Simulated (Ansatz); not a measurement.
System: CsCl-type CoAl. Method: Hartree–Fock (PAW; Ansatz, an electronic-structure program).

Numerical settings: plane-wave cutoff 460 eV, 10×10×10 k mesh, Fermi–Dirac smearing 0.05 eV, no spin polarisation, scalar-relativistic PAW data made under PBE.

The cell is scaled about its equilibrium volume:

| V (Å³/atom) | P (GPa) | direct gap at Γ (eV) | smallest gap on the k mesh (eV) |
|---|---|---|---|
| 10.905 | 10.43 | 17.648 | 3.643 |
| 11.299 | 3.18 | 17.073 | 3.252 |
| 11.479 | 0.29 | 16.824 | 3.079 |
| 11.765 | -3.86 | 16.441 | 2.811 |
| 12.052 | -7.47 | 16.074 | 2.550 |

The fundamental gap (3.05 eV at the equilibrium volume, on the SCF mesh) lies elsewhere than Γ–Γ.
